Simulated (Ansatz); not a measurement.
We consider Pt3AlB (model structure, started from the Ni3MgC type, Pm-3m, No. 221, 5 atoms in the cell), described by PBE (Ansatz, a quantum-chemistry and plane-wave program, plane waves, PAW).

The input as run:

Ansatz 0.2 input:
```yaml
crystal:
  lattice:
    - [4.2196766697, 0.0, 0.0]
    - [0.0, 4.2196766697, 0.0]
    - [0.0, 0.0, 4.2196766697]
  atoms:
    - { symbol: Al, position: [0.0, 0.0, 0.0] }
    - { symbol: Pt, position: [0.0, 0.5, 0.5] }
    - { symbol: Pt, position: [0.5, 0.0, 0.5] }
    - { symbol: Pt, position: [0.5, 0.5, 0.0] }
    - { symbol: B, position: [0.5, 0.5, 0.5] }
basis:
  ecutwfc: 520
  ecutrho_ratio: 4
  xc_grid: 2
kpoints:
  mp_grid: { grid: [14, 14, 14] }
hamiltonian:
  xc: pbe
  dispersion: none
  pseudopotentials: { kind: paw }
scf:
  occupations: { method: fermi_dirac, width: 0.05 }
output:
  forces: true
  stress: true
  eigenvalues: true
relax:
  f_tol: 0.004
  escape_saddle: false
  max_steps: 80
```

From the output:

```
WARN output.stress: scf.convergence.dr2_threshold = 1e-7 eV (the SCF's general default) is looser than the 5e-10 eV advised for a printed stress (1e-10 eV for …
Relaxation: its limit of steps is 80 (relax.max_steps)
Crystal: 5 atoms, lattice volume = 75.134 Å³
Basis set: ecut = 520 eV, 2007 PW (Γ), exchange–correlation on 64×64×64 points (8 copies of the dense FFT grid, shifted against one another)
Bands: 36, of which v1, the nominal top of the filled ones, is band 30 counted from 1 (29 counted from 0)
Symmetry: 48 space group operations
Space group: Pm-3m (ITA 221), of the structure as read, at distance tolerance 4.2e-5 Å
k-points: 120 of 2744
Functional: x = pbe(κ = 0.804, μ = 0.2195149727645171), c = pbe(β = 0.06672455060314922)
SCF iter   1: F=—  HF=-38263.688457 eV  |F-HF|=—  |Δ(HF+E_count)|=         —  Δρ=4.95e-3  dr2=1.55e-2
SCF iter   2: F=—  HF=-38263.688270 eV  |F-HF|=—  |Δ(HF+E_count)|=   1.86e-4  Δρ=2.74e-3  dr2=5.49e-3
  ...
SCF iter   5: F=—  HF=-38263.687162 eV  |F-HF|=—  |Δ(HF+E_count)|=   1.78e-5  Δρ=2.00e-5  dr2=3.31e-7
SCF iter   6: F=-38263.687162 eV  HF=-38263.687162 eV  |F-HF|=1.12e-8  |Δ(HF+E_count)|=   1.61e-8  Δρ=4.69e-6  dr2=2.27e-8
SCF 1 converged in 6 iterations: F = -38263.687162 eV  dr2 = 2.27e-8
relax step   1: F+E_penalty+E_count = -38263.68716178 eV  Δ(F+E_penalty+E_count) = +0.000e0 eV  max|allowed force component| = 7.315e-29 eV/Å  Δτ_max = 0.0000 Å  (6 SCF iters, accepted)
SCF converged after 6 iterations
Free energy (F): -38263.687162 eV
Internal energy: -38263.665393 eV  (E = F + TS)
E sigma→0 (E₀):  -38263.676278 eV
Fermi energy:    16.897796 eV
--- Forces (eV/Å), atoms counted from 1 ---
  atom   1  Al     0.00000000     0.00000000     0.00000000
  atom   2  Pt     0.00000000     0.00000000     0.00000000
  atom   3  Pt    -0.00000000    -0.00000000     0.00000000
  atom   4  Pt    -0.00000000    -0.00000000     0.00000000
  atom   5  B      0.00000000    -0.00000000     0.00000000
--- Stress (GPa, compression-positive) ---
       -3.648474      -0.000000       0.000000
       -0.000000      -3.648474       0.000000
        0.000000       0.000000      -3.648474
  P = ⅓ Tr σ = -3.6485 GPa (-36.485 kbar)
```

The cell is one volume of an energy–volume scan, off the minimum.

Note: the relaxation could raise the start's symmetry but not lower it, so the cell can be a saddle point.

A model structure was made by putting elements into a prototype or built by hand; it is no filed structure, need not be a known phase, and can be a saddle point held by its symmetry.
